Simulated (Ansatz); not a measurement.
Reference: GaS (P6_3/mmc), PBEsol+D3BJ, rigid bands (plane waves, PAW, scalar-relativistic; Ansatz, a first-principles code); axes and stresses refer to this cell.

```xyz
8
Lattice="3.5344 0.0000 0.0000 -1.7672 3.0609 0.0000 0.0000 0.0000 15.0417" Properties=species:S:1:pos:R:3 pbc="T T T"
Ga     0.0000     2.0406     4.9701
Ga     1.7672     1.0203    10.0716
Ga     1.7672     1.0203    12.4910
Ga     0.0000     2.0406     2.5507
S      0.0000     2.0406    13.5828
S      1.7672     1.0203     1.4589
S      1.7672     1.0203     6.0619
S      0.0000     2.0406     8.9798
```

* **Seebeck coefficient, n-type 1e19 cm⁻³**: -361 μV/K
* **hole mass along z**: 0.164 mₑ
* **band gap**: 1.29 eV

**Question.** Change: hydrostatic pressure 5 GPa. What happens to Seebeck coefficient, n-type 1e19 cm⁻³, hole mass along z, band gap?

**Answer.** Seebeck coefficient, n-type 1e19 cm⁻³ drops in size to -245 μV/K; hole mass along z drops to 0.149 mₑ; band gap shrinks to 0.80 eV.

Masses are for dilute carriers at 300 K, harmonic means over directions unless an axis is named. Seebeck coefficients are for the stated density at 300 K, with one relaxation time for all states and whether or not that doping can be reached. Spin-orbit coupling is left out unless a row names it. Stresses and pressures are the targets of the relaxation.  The structure type is held under load, also where the real crystal would transform.

Formula and space group known from diffraction (Crystallography Open Database), not checked to be the room-temperature form: GaS (P6_3/mmc). PBEsol with a dispersion correction tends to overbind, so the cell can be several per cent short, in bad cases over ten, which usually narrows a gap: GaS (P6_3/mmc).
